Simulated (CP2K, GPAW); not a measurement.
A CP2K input for a self-consistent single point of InSe (C2/m, 4 atoms in the cell) (DFT LDA (Pade form), GPW, DZVP-MOLOPT-SR-GTH basis, GTH-PADE potentials (GTH_POTENTIALS)):

```
&GLOBAL
  PROJECT bulk
  RUN_TYPE ENERGY_FORCE
  PRINT_LEVEL MEDIUM
&END GLOBAL
&FORCE_EVAL
  METHOD Quickstep
  STRESS_TENSOR ANALYTICAL
  &DFT
    BASIS_SET_FILE_NAME BASIS_MOLOPT
    POTENTIAL_FILE_NAME GTH_POTENTIALS
    &QS
      METHOD GPW
      EPS_DEFAULT 1E-11
    &END QS
    &MGRID
      CUTOFF 500
      REL_CUTOFF 40
      NGRIDS 5
    &END MGRID
    &SCF
      SCF_GUESS ATOMIC
      EPS_SCF 1E-7
      MAX_SCF 100
      ADDED_MOS 7
      &DIAGONALIZATION
        ALGORITHM STANDARD
      &END DIAGONALIZATION
      &MIXING
        METHOD BROYDEN_MIXING
        ALPHA 0.4
        NBUFFER 8
      &END MIXING
    &END SCF
    &KPOINTS
      SCHEME MONKHORST-PACK 5 5 4
      GAMMA_CENTERED T
    &END KPOINTS
    &XC
      &XC_FUNCTIONAL PADE
      &END XC_FUNCTIONAL
    &END XC
    &PRINT
      &MO
        EIGENVALUES T
        OCCUPATION_NUMBERS T
        NDIGITS 8
        FILENAME mo
        &EACH
          QS_SCF 0
        &END EACH
        ADD_LAST NUMERIC
      &END MO
      &MULLIKEN ON
      &END MULLIKEN
    &END PRINT
  &END DFT
  &SUBSYS
    &CELL
      A 6.17806300 0.00000000 0.00000000
      B 4.81142600 3.87539000 0.00000000
      C -1.62514200 -0.57309800 4.77135200
      PERIODIC XYZ
    &END CELL
    &COORD
      SCALED
      In       0.11180000     0.11180000     0.95316000
      In       0.88820000     0.88820000     0.04684000
      Se       0.33907000     0.33907000     0.33104000
      Se       0.66093000     0.66093000     0.66896000
    &END COORD
    &KIND In
      BASIS_SET DZVP-MOLOPT-SR-GTH-q13
      POTENTIAL GTH-PADE-q13
    &END KIND
    &KIND Se
      BASIS_SET DZVP-MOLOPT-SR-GTH-q6
      POTENTIAL GTH-PADE-q6
    &END KIND
  &END SUBSYS
  &PRINT
    &FORCES ON
    &END FORCES
    &STRESS_TENSOR ON
    &END STRESS_TENSOR
  &END PRINT
&END FORCE_EVAL
```

**Question.** Give the GPAW input for the same structure, mesh, smearing and functional.

**Answer.** One input that does it (others would too):

```python
from ase import Atoms
from ase.units import GPa
from gpaw import GPAW, PW, FermiDirac

atoms = Atoms(['In', 'In', 'Se', 'Se'],
              cell=[[5.826395, -2.054650, 0.000000],
                    [5.826395, 2.054650, 0.000000],
                    [-1.723232, 0.000000, 4.771352]],
              scaled_positions=[[0.111800, 0.111800, 0.953160],
                                [0.888200, 0.888200, 0.046840],
                                [0.339070, 0.339070, 0.331040],
                                [0.660930, 0.660930, 0.668960]],
              pbc=True)

calc = GPAW(mode=PW(550),
            xc='LDA',
            kpts={'size': (5, 5, 4), 'gamma': True},
            occupations=FermiDirac(0.0),
            nbands=-6,
            convergence={'bands': -4},
            symmetry={'symmorphic': False, 'tolerance': 0.0005},
            maxiter=120,
            txt='-')

atoms.calc = calc

energy = atoms.get_potential_energy()
print('Energy (eV):', round(energy, 6))
forces = atoms.get_forces()
print('Forces (eV/Ang):')
print(forces.round(5))
stress = atoms.get_stress()
print('Stress (GPa, Voigt):', (stress / GPa).round(4))
```

Basis settings and potentials, where a program has them, do not carry over. This input uses DFT LDA (Perdew-Wang 92), plane waves, GPAW PAW datasets LDA (gpaw-data 1.0.1). LDA parametrisations can differ slightly between programs.

The starting cell comes from a database of computed structures (which also holds hypothetical and non-ambient phases and stackings), without a prior relaxation at this level.
